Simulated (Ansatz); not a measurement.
Fluorite PbF₂ (high-temperature phase) was calculated with PBE+SOC (plane waves, PAW; Ansatz, a quantum-chemistry and plane-wave program).

Numerical settings: plane-wave cutoff 520 eV, 10×10×10 k mesh, Fermi–Dirac smearing 0.01 eV, PAW data made under PBE.

Cell (relaxed at this level):

```cif
data_F8Pb4
_chemical_formula_sum 'Pb4 F8'
_space_group_name_H-M_alt 'Fm-3m'
_space_group_IT_number 225
_space_group_name_Hall '-F 4 2 3'
_cell_length_a 5.99824
_cell_length_b 5.99824
_cell_length_c 5.99824
_cell_angle_alpha 90.000
_cell_angle_beta 90.000
_cell_angle_gamma 90.000
loop_
_atom_site_label
_atom_site_type_symbol
_atom_site_symmetry_multiplicity
_atom_site_Wyckoff_symbol
_atom_site_fract_x
_atom_site_fract_y
_atom_site_fract_z
_atom_site_occupancy
Pb1 Pb 4 a 0.00000 0.00000 0.00000 1
F1 F 8 c 0.25000 0.25000 0.25000 1
```
(The calculation used a cell of 3 atoms; values per cell refer to that cell.)

Predict the direct gap at Γ, smallest direct gap on the k points sampled, bulk modulus B0 and band gap.


direct gap at Γ: 6.75 eV
smallest direct gap on the k points sampled: 4.17 eV
bulk modulus B0: 66.6 GPa
band gap: 4.04 eV (indirect)

Measured, for comparison: bulk modulus 64 GPa (temperature not stated, not corrected to a static lattice; as tabulated in Cadelano and Cappellini (2011), arXiv:1107.5962). Computed (rounded) less measured: bulk modulus +4 %. A static lattice is as a rule a little smaller and stiffer than an uncorrected measurement, which narrows the difference in the bulk modulus and would widen misses of the other sign.

Computed values are for the static lattice.

Cost on a shared machine: roughly 4 core-minutes.
